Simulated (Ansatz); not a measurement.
Take CoSn (space group P6/mmm, No. 191; a = 5.294 Å, c = 4.235 Å; non-magnetic) as the base. Axes: x lies along a and z along c of the hexagonal cell.

Method: PBE (Ansatz, an electronic-structure program, PAW, no spin-orbit coupling).

Base values:

- Pressure: 0.0 GPa
- Shortest interatomic distance: 2.612 Å

Now apply this change: compressive biaxial strain of 0.69 % in the plane normal to [001], as in epitaxy on a mismatched substrate; the out-of-plane cell vector and the atoms relax.

**Question.** What does the calculation give for the pressure and shortest interatomic distance after the change?

**Answer.** The pressure (mean of the normal stresses, compression positive) goes from zero to 1.4 GPa; the shortest interatomic distance stays 2.612 Å.

Without a gap, meshes like the base's 10×10×11 leave anisotropic stresses uncertain by several tenths of a GPa, and small strain energies with them. Whether these cells are dynamically stable was not tested. Seeded moments were not kept for the base. All final runs are without spin polarisation.
